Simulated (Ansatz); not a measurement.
Levels about the gap of amorphous Si24O50Ti (75 atoms in a cell of 1127 Å³, 2.24 g/cm³; zone centre alone, so wide bands show as single levels with stretches between that a denser mesh fills), at the geometry that PBE relaxed, where it gives -0.5 GPa on a denser mesh. The participation number counts the atoms over which a state spreads; weights are charges in smoothed Voronoi cells. The levels come from a single point, so bond lengths are those of that geometry. Method of the levels: PBE, scalar-relativistic without spin-orbit coupling (Ansatz, a first-principles code). Sampling: the zone centre alone; Fermi-Dirac width 0.02 eV; no spin polarisation. At PBE the levels at both edges of the gap are localised (band-tail or defect states), and the nearest spread-out levels lie 5.5 eV apart at the zone centre.

It comes from a melt-quench run on a machine-learned potential (CHGNet), relaxed afterwards by DFT. O atoms were pushed apart under 1.9 Å during the dynamics, to hinder bonds among them. The hot cell started wider than the set density and was brought back towards it in steps. It is the lowest in DFT energy of 2 quenches. It is a model cell: composition and starting density were chosen by hand, and all elements were melted together. No dispersion term was used. Its density started from a set value of 2.24 and ended at 2.24 g/cm³. The quench (nominally 320 K/ps over its main leg) was far faster than any real one, so the model tends to hold more defects than a real film. A cell of this size samples the disorder only roughly. The volume was held where the preparation left it, at a PBE pressure of -0.5 GPa (tension). Stress components on the final sampling reach 3.2 GPa.

```json
[
 {"E - E(highest filled), eV": "-0.26", "filling": "filled", "participation number": "29.7", "largest on": "O, 2 neighbours", "weight O": "0.96", "weight Ti": "0.00", "weight Si": "0.04"},
 {"E - E(highest filled), eV": "-0.24", "filling": "filled", "participation number": "26.0", "largest on": "O, 2 neighbours", "weight O": "0.96", "weight Ti": "0.00", "weight Si": "0.03"},
 {"E - E(highest filled), eV": "-0.21", "filling": "filled", "participation number": "19.4", "largest on": "O, 2 neighbours", "weight O": "0.96", "weight Ti": "0.00", "weight Si": "0.04"},
 {"E - E(highest filled), eV": "-0.16", "filling": "filled", "participation number": "20.8", "largest on": "O, 2 neighbours", "weight O": "0.96", "weight Ti": "0.00", "weight Si": "0.03"},
 {"E - E(highest filled), eV": "-0.13", "filling": "filled", "participation number": "26.6", "largest on": "O, 2 neighbours", "weight O": "0.96", "weight Ti": "0.00", "weight Si": "0.03"},
 {"E - E(highest filled), eV": "-0.05", "filling": "filled", "participation number": "12.2", "largest on": "O, 2 neighbours", "weight O": "0.97", "weight Ti": "0.00", "weight Si": "0.03"},
 {"E - E(highest filled), eV": "0.00", "filling": "filled", "participation number": "9.6", "largest on": "O, 2 neighbours", "weight O": "0.96", "weight Ti": "0.01", "weight Si": "0.03"},
 {"E - E(highest filled), eV": "4.33", "filling": "empty", "participation number": "1.7", "largest on": "Ti, 4 neighbours", "weight O": "0.22", "weight Ti": "0.76", "weight Si": "0.03"},
 {"E - E(highest filled), eV": "4.57", "filling": "empty", "participation number": "1.8", "largest on": "Ti, 4 neighbours", "weight O": "0.24", "weight Ti": "0.73", "weight Si": "0.03"},
 {"E - E(highest filled), eV": "5.29", "filling": "empty", "participation number": "2.2", "largest on": "Ti, 4 neighbours", "weight O": "0.29", "weight Ti": "0.66", "weight Si": "0.05"},
 {"E - E(highest filled), eV": "5.33", "filling": "empty", "participation number": "69.9", "largest on": "Ti, 4 neighbours", "weight O": "0.71", "weight Ti": "0.03", "weight Si": "0.27"},
 {"E - E(highest filled), eV": "5.71", "filling": "empty", "participation number": "2.3", "largest on": "Ti, 4 neighbours", "weight O": "0.31", "weight Ti": "0.65", "weight Si": "0.05"},
 {"E - E(highest filled), eV": "5.78", "filling": "empty", "participation number": "2.2", "largest on": "Ti, 4 neighbours", "weight O": "0.31", "weight Ti": "0.66", "weight Si": "0.04"}
]
```

Most localised among these is the empty level at +4.33 eV, on a Ti atom, which has 4 neighbours (O 1.80 Å, O 1.82 Å, O 1.83 Å, O 1.83 Å).
